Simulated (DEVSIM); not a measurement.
System: abrupt InP n-p junction, at 400 K.

Layer 1 from the left is InP, thickness (μm) 8.60, Nd (cm⁻³) 2.4e17, τn (s) 7.7e-9, τp (s) 7.7e-9. Layer 2 from the left is InP, thickness (μm) 78.0, Na (cm⁻³) 4.7e15, τn (s) 7.7e-9, τp (s) 7.7e-9.

Left contact: ohmic. Right contact: ohmic. Voltage is applied to the left contact. Recombination: SRH at mid-gap, radiative. Mobility is μmin + (μ − μmin)/(1 + (N/Nref)^α).

The device is made up for the run: typed textbook-type constants, with dimensions and the other settings drawn at random. Values at 300 K; Nc and Nv go as T^1.5, mobilities as T to minus their exponent, the gap by Varshni's rule with the affinity fixed.

InP: gap (eV) 1.344, affinity (eV) 4.38, permittivity 12.5, Nc (cm⁻³) 5.7e17, Nv (cm⁻³) 1.1e19, μn (cm²/Vs) 5200, μp (cm²/Vs) 170, μn,min 400, μp,min 10, Nref,n 3e17, Nref,p 4.9e17, αn 0.47, αp 0.62, T exponent of μn 2, T exponent of μp 2, B (cm³/s) 1.2e-10, Varshni α (eV/K) 0.000363, Varshni β (K) 162.

### Question
Estimate by hand the built-in potential, the peak field at zero bias, the capacitance at 3 V, and compare with a numerical solution.

### Answer

- Built-in potential: ni = √(Nc Nv) exp(−Eg/2kT) = 2.11e10 cm⁻³ with Eg = 1.311 eV; Vbi = kT/q ln(Na Nd/ni²) = 0.984 V; numerical 0.984 V.
- Peak field at zero bias: depletion approximation: W = √(2εVbi/(qN)) = 0.543 μm with N = 4.61e15 cm⁻³; field = 2Vbi/W = 36200 V/cm; numerical 41900 V/cm (estimate below by 13 %).
- Capacitance at 3 V: C = √(qεN / 2(Vbi + |V|)) = 10.1 nF/cm²; numerical 10.2 nF/cm² (estimate below by 0.91 %).

DEVSIM, 1D drift-diffusion, Boltzmann statistics, complete ionisation; no tunnelling, impact ionisation, image-force lowering or self-heating.
